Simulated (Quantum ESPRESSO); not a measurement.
Input and output of a self-consistent single point for a (110) slab of Os (cut from a parent of space group no. 194; 10 atoms in the cell) (Quantum ESPRESSO).

Method of the run: LDA (PZ), GBRV 1.5 ultrasoft (LDA) pseudopotentials (plane waves; Quantum ESPRESSO 7.5).

```xyz
10
Lattice="4.2830 0.0000 0.0000 0.0000 4.7089 0.0000 0.0000 0.0000 15.4922" Properties=species:S:1:pos:R:3 pbc="T T T"
Os     3.2123     0.3924     5.0000
Os     1.0708     1.9620     5.0000
Os     3.2123     2.7468     6.3731
Os     1.0708     4.3165     6.3731
Os     3.2123     0.3924     7.7461
Os     1.0708     1.9620     7.7461
Os     3.2123     2.7468     9.1192
Os     1.0708     4.3165     9.1192
Os     3.2123     0.3924    10.4922
Os     1.0708     1.9620    10.4922
```

Reference input (self-consistent single point, DFT, LDA (PZ), plane waves, GBRV 1.5 ultrasoft (LDA) pseudopotentials): ecutwfc = 40 Ry; ecutrho = 320 Ry; occupations = smearing; smearing = gaussian; degauss = 0.0073499 Ry; potentials = {Os: os_lda_v1.2.uspp.F.UPF}; K_POINTS = automatic 5 5 1 0 0 0; tefield = true; dipfield = true; edir = 3; emaxpos = 0.97; eopreg = 0.05. This run's input differs from it in these lines:

```diff
@@ -17,3 +17,3 @@
  smearing = 'gaussian'
- degauss = 0.0073499
+ degauss = 0.002205
  edir = 3
@@ -41,3 +41,3 @@
 K_POINTS {automatic}
-5 5 1  0 0 0
+6 6 1  0 0 0
 CELL_PARAMETERS {angstrom}
```

The program printed (abridged):

```
     Self-consistent Calculation

     iteration #  1     ecut=    40.00 Ry     beta= 0.20

     negative rho (up, down):  1.671E+00 0.000E+00

     Adding external electric field

     Computed dipole along edir(3) :
        Dipole               -0.0000 Ry au,         -0.0001 Debye
        Dipole field         -0.0000 Ry au,

        Potential amp.        0.0000 Ry
        Total length         27.8122 bohr

     total energy              =   -1987.16759578 Ry
     estimated scf accuracy    <       2.03440117 Ry

     iteration #  2     ecut=    40.00 Ry     beta= 0.20

     negative rho (up, down):  1.667E+00 0.000E+00

   [... lines left out ...]
        Dipole field          0.0000 Ry au,

        Potential amp.       -0.0001 Ry
        Total length         27.8122 bohr

     total energy              =   -1986.89513769 Ry
     estimated scf accuracy    <          6.8E-09 Ry

     iteration # 21     ecut=    40.00 Ry     beta= 0.20

     negative rho (up, down):  1.635E+00 0.000E+00

     Adding external electric field

     Computed dipole along edir(3) :
        Dipole                0.0002 Ry au,          0.0006 Debye
        Dipole field          0.0000 Ry au,

        Potential amp.       -0.0001 Ry
        Total length         27.8122 bohr
     End of self-consistent calculation

   [... 9 lines left out ...]

   [... 9 lines left out ...]

     the Fermi energy is     8.9044 ev

!    total energy              =   -1986.89513769 Ry
     estimated scf accuracy    <          9.7E-10 Ry
     smearing contrib. (-TS)   =      -0.00010072 Ry
     internal energy E=F+TS    =   -1986.89503697 Ry

     electric field correction =       0.00000000 Ry

     convergence has been achieved in  21 iterations

     negative rho (up, down):  1.635E+00 0.000E+00

     Forces acting on atoms (cartesian axes, Ry/au):

     atom    1 type  1   force =    -0.00000000    0.01871703    0.07004235
     atom    2 type  1   force =    -0.00000006   -0.01871291    0.07004028
     atom    3 type  1   force =     0.00000008    0.03593209   -0.01691355
   [... lines left out ...]
     atom    7 type  1   force =     0.00000002    0.03592856    0.01688001
     atom    8 type  1   force =     0.00000001   -0.03592871    0.01688204
     atom    9 type  1   force =    -0.00000002    0.01871556   -0.07001285
     atom   10 type  1   force =     0.00000007   -0.01871894   -0.07001674

     Total force =     0.165443     Total SCF correction =     0.000106

   JOB DONE.
```

The run converged in 21 iterations. Against the reference run the free energy rises by 18.6 meV/atom and the largest force goes from 1.845 to 1.864 eV/Å.

The starting cell comes from a database of computed structures (which also holds hypothetical and non-ambient phases and stackings), without a prior relaxation at this level. The slab is cut from that crystal, and its faces are unrelaxed. Its lattice was rescaled in the plane by a random factor within 2.5 % of one. Spin polarisation is off. Forces in this geometry exceed 1 eV/Å.

Cost on one core of a shared machine: roughly 9 min.
